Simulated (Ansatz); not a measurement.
The reference is MgO in the rock salt structure (space group Fm-3m, No. 225; a = 4.204 Å).

Calculations: r2SCAN in Ansatz (plane waves to 500 eV, PAW, scalar-relativistic without spin-orbit coupling).

Strains are applied to the cell and any free atomic positions relax.

One change was made to it. Results:

| quantity | base | after |
|---|---|---|
| electron mass | 0.36 mₑ (at Γ) | 0.34 mₑ (at Γ) |
| hole mass (degenerate bands, along [100]) | 0.42, 2.1, 2.1 mₑ (at Γ) | 0.40, 2.2, 2.2 mₑ (at Γ) |
| pressure | 0.00 GPa | -12.34 GPa |
| band gap | 5.68 eV | 4.83 eV |

**Question.** What was done to the base?
A. isotropic strain +2.50 %
B. isotropic strain +1.50 %
C. isotropic strain +2.00 %
D. isotropic strain +3.00 %

**Answer.** D, isotropic strain +3.00 %. For comparison, the band gap in the other runs: isotropic strain +2.50 % gives 4.96 eV; isotropic strain +1.50 % gives 5.24 eV; isotropic strain +2.00 % gives 5.10 eV.

Effective masses come from finite differences of ±0.01 Å⁻¹. Stability against distortions was not tested.

Ansatz is a quantum-chemistry and plane-wave program.
